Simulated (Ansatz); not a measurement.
# BaAlSiH: pressure series

Base system: BaAlSiH (space group P3m1, No. 156; a cell from a computed database, its experimental status unchecked).

```
BaAlSiH
1.0
    4.30921     0.00000     0.00000
   -2.15460     3.73188     0.00000
    0.00000     0.00000     5.21630
Ba Al Si H
1 1 1 1
Cartesian
  0.00000   0.00000   0.01045
  2.15460   1.24396   2.42124
  0.00000   2.48792   2.83483
  2.15460   1.24396   0.69525
```

Cell and atoms are relaxed at each pressure.

Method: r2SCAN+rVV10 in Ansatz (plane waves to 500 eV, PAW, scalar-relativistic without spin-orbit coupling), earlier PAW set.

| P (GPa) | V (Å³/atom) |
|---|---|
| -1.00 | 21.391 |
| 0.90 | 20.622 |
| 2.10 | 20.199 |
| 9.00 | 18.338 |
| 15.00 | 17.169 |
| 22.51 | 15.960 |

Task: Fit a third-order Birch–Murnaghan equation of state.

Result: Least squares on P(V) = (3B₀/2)[(V₀/V)^(7/3) − (V₀/V)^(5/3)]·[1 + (3/4)(B₀′ − 4)((V₀/V)^(2/3) − 1)] gives V₀ = 20.96 Å³/atom, B₀ = 55 GPa and B₀′ = 3.1.

Load acts through the strain it causes; cell and atoms are relaxed under it. No phonon test of stability was made. Competing high-pressure phases were not computed.

Ansatz is a first-principles code.
